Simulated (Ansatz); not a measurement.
Levels about the gap of amorphous Zr20O43La2 (65 atoms in a cell of 854 Å³, 5.43 g/cm³; zone centre alone, so wide bands show as single levels with stretches between that a denser mesh fills), at the geometry that PBE relaxed, where it gives -1.8 GPa on a denser mesh. The participation number counts the atoms over which a state spreads; weights are charges in smoothed Voronoi cells. The levels come from a single point, so bond lengths are those of that geometry. Method of the levels: PBE, scalar-relativistic without spin-orbit coupling (Ansatz, an electronic-structure program). Sampling: the zone centre alone; Fermi-Dirac width 0.02 eV; no spin polarisation. At PBE the levels at the filled edge of the gap are localised (band-tail or defect states).

Preparation: random packing, a CHGNet melt and quench, and a DFT relaxation. O atoms were pushed apart under 1.9 Å during the dynamics, to hinder bonds among them. The hot cell started wider than the set density and was brought back towards it in steps. It is the lowest in DFT energy of 2 quenches. It is a model cell: composition and starting density were chosen by hand, and all elements were melted together. No dispersion term was used. Its density started from a set value of 5.43 and ended at 5.43 g/cm³. The quench (nominally 300 K/ps over its main leg) was far faster than any real one, so the model tends to hold more defects than a real film. Values belong to this one cell and scatter from quench to quench. The volume was held where the preparation left it and the shape relaxed, at a PBE pressure of -1.8 GPa (tension). Stress components on the final sampling reach 1.9 GPa.

```
E - E(highest filled), eV  filling  participation number        largest on  weight O  weight Zr  weight La
-------------------------  -------  --------------------  ----------------  --------  ---------  ---------
-0.33                       filled                  26.5   O, 4 neighbours      0.94       0.06       0.01
-0.29                       filled                  20.1   O, 3 neighbours      0.94       0.05       0.01
-0.24                       filled                  11.8   O, 3 neighbours      0.94       0.05       0.01
-0.22                       filled                  14.0   O, 3 neighbours      0.94       0.05       0.00
-0.18                       filled                  17.1   O, 3 neighbours      0.94       0.05       0.01
-0.12                       filled                  11.5   O, 3 neighbours      0.94       0.05       0.01
0.00                        filled                   9.9   O, 3 neighbours      0.95       0.04       0.01
3.58                         empty                  26.2  Zr, 7 neighbours      0.33       0.63       0.04
3.72                         empty                  27.9  Zr, 7 neighbours      0.35       0.60       0.05
3.85                         empty                  17.6  Zr, 7 neighbours      0.33       0.65       0.01
3.90                         empty                  33.1  Zr, 8 neighbours      0.34       0.60       0.06
3.95                         empty                  24.4  Zr, 7 neighbours      0.31       0.64       0.05
4.01                         empty                  26.8  Zr, 8 neighbours      0.32       0.62       0.07
4.06                         empty                  29.0  Zr, 7 neighbours      0.32       0.59       0.09
```

Most localised among these is the filled level at +0.00 eV, on a O atom, which has 3 neighbours (Zr 1.96 Å, Zr 2.15 Å, Zr 2.51 Å).
